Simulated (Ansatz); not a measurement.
# W: biaxial strain +4.55 %, plane normal [001], relaxed out of plane

The parent structure is W in the bcc (W type) structure (space group Im-3m, No. 229; a = 3.169 Å; relaxed with 0.1 eV smearing). Axes: x, y, z lie along the cube axes.

Now apply this change: biaxial strain +4.55 %, plane normal [001], relaxed out of plane (Cartesian); in-plane vectors clamped, the third vector and the atoms free.

Calculations: Ansatz (an electronic-structure program) r2SCAN, spin-orbit coupling left out. k-mesh 29×29×29 (Γ-centred); smearing 0.1 eV (Fermi–Dirac).

```tsv
quantity	base	changed	shift
space group	Im-3m (No. 229)	I4/mmm (No. 139)	–
shortest interatomic distance	5.186 bohr	5.294 bohr	+0.108 bohr
energy relative to the base (free energy F)	0 meV/atom	+113 meV/atom	+113 meV/atom
pressure (mean of the normal stresses, compression positive)	0.0 GPa	-15.6 GPa	-15.6 GPa
band gap	zero	zero	–
out-of-plane strain	–	-3.06 %	–
ratio −ε⊥/ε∥	–	0.67	–
mean in-plane stress (compression positive)	–	-23.3 GPa	–
```

Cost of the whole job for the changed cell (relaxation, final SCF and bands): around 2.8 core-minutes (rough).

Stability against distortions was not tested. All final runs are without spin polarisation.
